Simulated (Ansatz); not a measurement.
**Bulk modulus of Os₃Ir (model structure, started from the A15 type, Pm-3n, No. 223, 8 atoms in the cell) at several levels of theory**

No measured value is used here.

```json
[
 {"level (code)": "LDA (Ansatz)", "value (GPa)": "398", "cell (Å³/atom)": "14.17"},
 {"level (code)": "PBE (Ansatz)", "value (GPa)": "348", "cell (Å³/atom)": "14.81"},
 {"level (code)": "PBEsol (Ansatz)", "value (GPa)": "382", "cell (Å³/atom)": "14.38"},
 {"level (code)": "r²SCAN (Ansatz)", "value (GPa)": "377", "cell (Å³/atom)": "14.52"}
]
```

Density-functional levels without +SOC have no spin–orbit coupling. LDA, PBE, PBEsol, r²SCAN: the run has no spin polarisation, so it can have missed a magnetic state. LDA, PBE, PBEsol, r²SCAN: the bulk modulus is −V dP/dV from two relaxed cells at ±2 % in volume. Each level is taken at its own relaxed cell. Cutoffs differ between the levels. Ansatz's density-functional and Hartree–Fock values are scalar-relativistic unless marked +SOC, with PAW data made under PBE.

A model structure was made by putting elements into a prototype or built by hand; it is no filed structure, need not be a known phase, and can be a saddle point held by its symmetry.

Ansatz is an electronic-structure program.
